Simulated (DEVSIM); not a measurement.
**abrupt GaAs n-p junction**

System: abrupt GaAs n-p junction, at 300 K.

```csv
layer (left to right),material,thickness (μm),Nd (cm⁻³),Na (cm⁻³),τn (s),τp (s)
1,GaAs,0.520,2.2e14,-,4e-9,4e-9
2,GaAs,26.0,-,7.2e15,4e-9,4e-9
```

Left contact: ohmic. Right contact: ohmic. Voltage is applied to the left contact. Recombination: SRH at mid-gap, radiative, Auger. Mobility is μmin + (μ − μmin)/(1 + (N/Nref)^α).

This is a model device: material constants are rounded textbook-type values typed into the input, and sizes, dopings and lifetimes were drawn at random. Values at 300 K.

```tsv
parameter	GaAs
gap (eV)	1.424
affinity (eV)	4.07
permittivity	12.9
Nc (cm⁻³)	4.7e17
Nv (cm⁻³)	9e18
μn (cm²/Vs)	8500
μp (cm²/Vs)	400
μn,min	500
μp,min	20
Nref,n	6e16
Nref,p	1.5e17
αn	0.39
αp	0.38
B (cm³/s)	2e-10
Cn (cm⁶/s)	1e-30
Cp (cm⁶/s)	1e-30
```

DEVSIM, 1D drift-diffusion, Boltzmann statistics, complete ionisation; no tunnelling, impact ionisation, image-force lowering or self-heating.

The potential step across the device at zero bias comes out as 1.041 V. The largest field in the device at zero bias comes out as 17000 V/cm. The dark forward voltage at 1 A/cm² comes out as 0.873 V. The dark forward voltage at 100 A/cm² is 1.579 V.

Dark forward current:

| V (V) | J (A/cm²) |
|---|---|
| -0.05 | -4.2e-10 |
| -0.20 | -1.3e-8 |
| -0.35 | -2.9e-7 |
| -0.50 | -9.3e-6 |
| -0.60 | -0.00016 |
| -0.75 | -0.024 |
| -0.90 | -1.9 |
| -1.05 | -13 |
| -1.20 | -30 |
| -1.35 | -53 |
| -1.45 | -71 |
| -1.60 | -110 |
| -1.75 | -150 |
| -1.90 | -200 |
